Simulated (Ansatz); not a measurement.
The starting structures come from a database of crystals and need not be the phases stable at ambient conditions.

Here is the system:

```yaml
crystal:
  lattice:
    - [4.29765, 0.00000, 0.00000]
    - [-2.14883, 3.72187, 0.00000]
    - [0.00000, 0.00000, 7.00787]
  atoms:
    - { symbol: Cd, position: [0.00000, 0.00000, 0.49023] }
    - { symbol: Cd, position: [0.33333, 0.66667, 0.00964] }
    - { symbol: Se, position: [0.33333, 0.66667, 0.62575] }
    - { symbol: S, position: [0.00000, 0.00000, 0.12238] }
```

Space group of this cell: P3m1. The cell is taken as given; by r2SCAN its mean pressure is -1.7 GPa.

The current runs along the normal of the first two printed vectors, the (001) plane. All runs by Ansatz (a quantum-chemistry and plane-wave program), plane waves and PAW, without spin-orbit coupling; the base is r2SCAN.

```csv
run,mean pressure (GPa),gap (eV),mid-gap κ (1/Å)
base,-1.7,1.15,0.098
all lengths scaled by 0.98,1.6,1.29,0.106
all lengths scaled by 1.02,-4.2,(withheld),(withheld)
lda in place of r2scan,-4.8,0.41,0.045
"lengths across the current scaled by 0.98, ions clamped",0.4,(withheld),0.103
"lengths across the current scaled by 1.02, ions clamped",-3.4,1.09,0.092
"lengths along the current scaled by 0.97, ions clamped",-0.1,1.28,0.103
"lengths along the current scaled by 1.03, ions clamped",-3.0,(withheld),(withheld)
pbesol in place of r2scan,-3.0,0.56,0.057
```

Complete the blanks.


- all lengths scaled by 1.02, gap (eV): 1.01
- all lengths scaled by 1.02, mid-gap κ (1/Å): 0.089
- lengths across the current scaled by 0.98, ions clamped, gap (eV): 1.21
- lengths along the current scaled by 1.03, ions clamped, gap (eV): 1.03
- lengths along the current scaled by 1.03, ions clamped, mid-gap κ (1/Å): 0.094
